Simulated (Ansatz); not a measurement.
A self-consistent single point of NaH (Fm-3m, 2 atoms in the cell) with Ansatz (a program for electronic structure).

Computed with PBEsol, default PAW files made with PBE (plane waves; Ansatz).

```yaml
crystal:
  lattice:
    - [0.00000, 2.44000, 2.44000]
    - [2.44000, 0.00000, 2.44000]
    - [2.44000, 2.44000, 0.00000]
  atoms:
    - { symbol: Na, position: [0.00000, 0.00000, 0.00000] }
    - { symbol: H, position: [0.50000, 0.50000, 0.50000] }
```

Reference input (self-consistent single point, DFT, PBE, plane waves, default PAW files): kpoints.mp_grid.grid = 6 6 6; hamiltonian.xc = pbe; hamiltonian.pseudopotentials = {kind: paw} (the program's default PAW files); scf.occupations.method = fermi_dirac; scf.occupations.width = 0.05 eV. This run's input differs from it in these lines:

Ansatz 0.2 input:
```diff
@@ -12,3 +12,3 @@
 hamiltonian:
-  xc: pbe
+  xc: pbesol
   pseudopotentials: { kind: paw }
```

Output, abridged:

```
SCF iter   1: F=—  HF=-1491.908817 eV  |F-HF|=—  |Δ(HF+E_count)|=         —  Δρ=6.36e-3  dr2=1.02e-2  ethr=1.77e-3  ⟨swp⟩=5.2  Hψ=925  notcnv=0
all-band conjugate gradients solve this SCF's bands
preconditioner: auto → none
SCF iter   2: F=—  HF=-1491.904911 eV  |F-HF|=—  |Δ(HF+E_count)|=   3.91e-3  Δρ=1.79e-3  dr2=8.42e-4  ethr=1.02e-4  ⟨swp⟩=1.6  Hψ=283  notcnv=0
SCF iter   3: F=—  HF=-1491.904642 eV  |F-HF|=—  |Δ(HF+E_count)|=   2.69e-4  Δρ=7.65e-5  dr2=1.07e-6  ethr=8.42e-6  ⟨swp⟩=1.9  Hψ=158  notcnv=0
SCF iter   4: F=—  HF=-1491.904634 eV  |F-HF|=—  |Δ(HF+E_count)|=   7.55e-6  Δρ=2.18e-5  dr2=7.31e-8  ethr=1.07e-8  ⟨swp⟩=2.0  Hψ=164  notcnv=0
iter 5 did not close the SCF: its close was put off for the readings that it lacked (scf_convergence_deferred on its scf_iter line)
SCF iter   5: F=-1491.904634 eV  HF=-1491.904634 eV  |F-HF|=8.81e-10  |Δ(HF+E_count)|=   2.76e-7  Δρ=4.16e-6  dr2=3.71e-9  ethr=7.31e-10  ⟨swp⟩=3.0  Hψ=224  notcnv=0
SCF iter   6: F=-1491.904634 eV  HF=-1491.904634 eV  |F-HF|=1.71e-11  |Δ(HF+E_count)|=  8.19e-12  Δρ=4.26e-7  dr2=1.32e-11  ethr=3.71e-11  ⟨swp⟩=1.4  Hψ=434  notcnv=0
SCF 1 converged in 6 iterations: F = -1491.904634 eV  dr2 = 1.32e-11
Free energy (F): -1491.904634 eV
Internal energy: -1491.904634 eV  (E = F + TS)
E sigma→0 (E₀):  -1491.904634 eV
Fermi energy:    2.465127 eV
--- Forces (eV/Å), atoms counted from 1 ---
  atom   1  Na    -0.00000000     0.00000000     0.00000000
  atom   2  H      0.00000000     0.00000000     0.00000000
--- Stress (GPa, compression-positive) ---
       -1.185671       0.000000       0.000000
        0.000000      -1.185671      -0.000000
        0.000000       0.000000      -1.185671
  P = ⅓ Tr σ = -1.1857 GPa (-11.857 kbar)
  The stress holds the Pulay correction. Without it, at fixed plane waves, as pw.x and ABINIT print it: P = -1.2422 GPa
```

The run converged in 6 iterations. Against the reference run the pressure goes from -0.65 to -1.19 GPa and the gap on the mesh goes from 3.757 to 3.568 eV.

The starting cell has typed, rounded lattice constants, without a prior relaxation at this level. Ansatz's pressure includes its estimate of the finite-basis (Pulay) stress.
